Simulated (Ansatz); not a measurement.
The structure below was relaxed with Ansatz (an electronic-structure program) PBE, no spin-orbit coupling, at pressure 0.7 GPa.

Space group P6₃/m (No. 176); a = b = 7.656 Å, c = 2.924 Å, α = β = 90.00°, γ = 120.00°

```csv
atom,site,symmetry,x,y,z
Si,6h,m..,0.4061,0.2313,0.2500
N,2d,-6..,0.6667,0.3333,0.2500
N,6h,m..,0.0307,0.3300,0.2500
```

### Question
Write out a cell with all atoms.

### Answer
```
Si3N4
1.0
    7.65592     0.00000     0.00000
   -3.82796     6.63022     0.00000
    0.00000     0.00000     2.92376
Si N
6 8
Direct
  0.23127   0.82516   0.75000
  0.76873   0.17484   0.25000
  0.40611   0.23127   0.25000
  0.59389   0.76873   0.75000
  0.17484   0.40611   0.75000
  0.82516   0.59389   0.25000
  0.33333   0.66667   0.75000
  0.66667   0.33333   0.25000
  0.96933   0.67003   0.75000
  0.03067   0.32997   0.25000
  0.29930   0.96933   0.25000
  0.70070   0.03067   0.75000
  0.32997   0.29930   0.75000
  0.67003   0.70070   0.25000
```
This is the conventional cell.

Load acts through the strain it causes; cell and atoms are relaxed under it. Stability against distortions was not tested. The cell was made from Si3N4 (space group P6_3/m, No. 176) by this change: pressure 0.7 GPa.
